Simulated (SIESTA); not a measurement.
Several settings converged on Cu3Pd (P4mm, 4 atoms in the cell)

```yaml
crystal:
  lattice:
    - [3.68295, 0.00000, 0.00000]
    - [0.00000, 3.68295, 0.00000]
    - [0.00000, 0.00000, 3.68295]
  atoms:
    - { symbol: Cu, position: [0.01358, 0.50000, 0.50000] }
    - { symbol: Cu, position: [0.50000, 0.00000, 0.50000] }
    - { symbol: Cu, position: [0.50000, 0.50000, 0.00000] }
    - { symbol: Pd, position: [0.00000, 0.00000, 0.00000] }
```

Base method: LDA PW92, numerical atomic orbitals DZP, PseudoDojo LDA standard norm-conserving potentials (rewritten from UPF to PSML) in SIESTA 5.4.2.

Base settings: XC.functional = LDA; XC.authors = PW92; potentials = PseudoDojo LDA standard; PAO.BasisSize = DZP; PAO.EnergyShift = 0.005 Ry; MeshCutoff = 350 Ry; kgrid.MonkhorstPack = 4 4 4; OccupationFunction = FD; ElectronicTemperature = 100 meV; MaxSCFIterations = 150.

Core times come from one kind of shared machine, to one figure; runs under 30 s give none.

**The k-point mesh**

The second cell is the first with its lattice scaled by 0.98.

Only quantities that move along the ladder and can be compared are tabulated.

```csv
kgrid.MonkhorstPack,free energy less the last step's (meV/atom),energy of the compressed cell less the first (meV/atom),pressure (GPa),largest difference of a force vector from the last step's (eV/Å),core time / last (rough)
2 2 2,215.45,-27.03,-10.30,0.071,0.2
4 4 4,-4.12,-38.06,-13.13,0.009,–
5 5 5,-5.95,-34.84,-12.56,0.002,0.3
7 7 7,0.09,-34.89,-12.58,0.001,0.3
9 9 9,0.39,-35.12,-12.61,0.001,0.5
12 12 12,0.00,-35.69,-12.72,0.000,1
```

Coarsest kgrid.MonkhorstPack that holds the free energy within 5 meV/atom of the last step, with all finer ones: 7 7 7, at about 0.3 of the last step's time; the step before is off by 5.9 meV/atom.

Coarsest kgrid.MonkhorstPack that holds the forces within 0.02 eV/Å of the last step, with all finer ones: 4 4 4; the step before is off by 0.071 eV/Å.

Coarsest kgrid.MonkhorstPack that holds the pressure within 0.5 GPa of the last step, with all finer ones: 4 4 4; the step before is off by 2.4 GPa.

**The k-point mesh at a smearing width of 0.02 eV**

In this ladder: ElectronicTemperature = 20 meV.

Only quantities that move along the ladder and can be compared are tabulated.

```csv
kgrid.MonkhorstPack,free energy less the last step's (meV/atom),pressure (GPa),core time / last (rough)
3 3 3,16.72,-12.53,0.09
5 5 5,-7.33,-12.48,0.1
7 7 7,-0.77,-12.63,0.10
10 10 10,-1.79,-12.74,0.3
17 17 17,0.00,-12.68,1
```

Coarsest kgrid.MonkhorstPack that holds the free energy within 5 meV/atom of the last step, with all finer ones: 7 7 7, at about 0.10 of the last step's time; the step before is off by 7.3 meV/atom.

Coarsest kgrid.MonkhorstPack that holds the pressure within 0.1 GPa: not settled: the last two steps still differ by 0.06 GPa, over half the tolerance, so the ladder does not show it.

**The SCF threshold**

In this ladder: SCF.DM.Tolerance = default; SCF.DM.Converge = false; SCF.H.Converge = false; SCF.FreeE.Converge = true.

The mesh stays at the base's, so the ladder's end is converged at best in this setting alone.

Only quantities that move along the ladder and can be compared are tabulated.

```csv
SCF.FreeE.Tolerance,free energy less the last step's (meV/atom),pressure (GPa),largest difference of a force vector from the last step's (eV/Å)
1.0E-01 eV,21.04,-12.11,0.009
1.0E-03 eV,0.03,-13.05,0.001
1.0E-05 eV,0.00,-13.13,0.000
1.0E-07 eV,0.00,-13.13,0.000
```

Coarsest SCF.FreeE.Tolerance that holds the pressure within 0.2 GPa of the last step, with all finer ones: 1.0E-03 eV; the step before is off by 1.0 GPa.

Coarsest SCF.FreeE.Tolerance that holds the free energy within 5 meV/atom of the last step, with all finer ones: 1.0E-03 eV; the step before is off by 21 meV/atom.

Coarsest SCF.FreeE.Tolerance that holds the forces within 0.005 eV/Å of the last step, with all finer ones: 1.0E-03 eV; the step before is off by 0.009 eV/Å.

On the base run: the starting cell comes from a database of computed structures (which also holds hypothetical and non-ambient phases and stackings), without a prior relaxation at this level. Its lattice was rescaled by up to half a per cent. One atom was moved a little off its site on purpose. Spin polarisation is off. Values carry the incompleteness of an atom-centred basis. In the base run, with a pressure of about -13 GPa the cell is away from its equilibrium volume at this level. Without a gap this mesh is coarse (it stands for a supercell whose shortest vector is 15 Å).

Left out of this page: 1 run of the series stopped by limits of time or memory.
